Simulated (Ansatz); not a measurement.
# YN under load (space group I4/mmm): band-edge transport data

Consider the following.

```
CELL_PARAMETERS angstrom
      0.00000     2.44033     2.36826
      2.44033     0.00000     2.36826
      2.44033     2.44033     0.00000
ATOMIC_POSITIONS crystal
  Y  0.00000 0.00000 0.00000
  N  0.50000 0.50000 0.50000
```

Computed with r2SCAN, rigid bands (plane waves, PAW, scalar-relativistic; Ansatz, a first-principles code). Condition of this run: uniaxial stress along [001] of 9 GPa (compression positive) (the target of the relaxation). Cell: cell and atoms relaxed with PBEsol, then loaded as said.

- band gap: 0.35 eV
- hole conductivity mass (300 K, dilute): 1.21 (x), 1.21 (y), 0.186 (z) mₑ
- effective density of states N_v (300 K): 1.2e19 cm⁻³
- density-of-states mass, holes: 0.62 mₑ
- Seebeck coefficient, p-type 1e19 cm⁻³, 300 K: 246 μV/K

Rigid bands; masses and Seebeck coefficients take one relaxation time τ for all states and one kind of carrier; polarons and phonon drag are left out. Spin-orbit coupling is left out; where it splits the top of the valence band, N_v and the p-type Seebeck coefficient come out somewhat high without it. Geometry: cell and atoms relaxed with PBEsol.
